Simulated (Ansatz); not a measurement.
# IrO2: pressure series

The parent structure is IrO₂ in the rutile structure (space group P4_2/mnm, No. 136; a = 4.472 Å, c = 3.154 Å).

Cell and atoms are relaxed at each pressure.

Level of theory: PBEsol/PAW in Ansatz (an electronic-structure program), without spin-orbit coupling, earlier PAW set.

```tsv
P (GPa)	V (Å³/atom)
-2.00	10.585
-1.00	10.548
0.28	10.501
0.70	10.486
1.49	10.458
3.00	10.406
5.00	10.339
7.50	10.258
10.00	10.181
```

A third-order Birch–Murnaghan fit to these points gives V₀ = 10.51 Å³/atom, B₀ = 291 GPa and B₀′ = 4.6. At pressure 10 GPa the volume is 96.9 % of V₀.

Load acts through the strain it causes; cell and atoms are relaxed under it. Whether these cells are dynamically stable was not tested. Competing high-pressure phases were not computed. No Hubbard U is applied, and correlation can decide whether such a compound is a metal. All final runs are without spin polarisation.
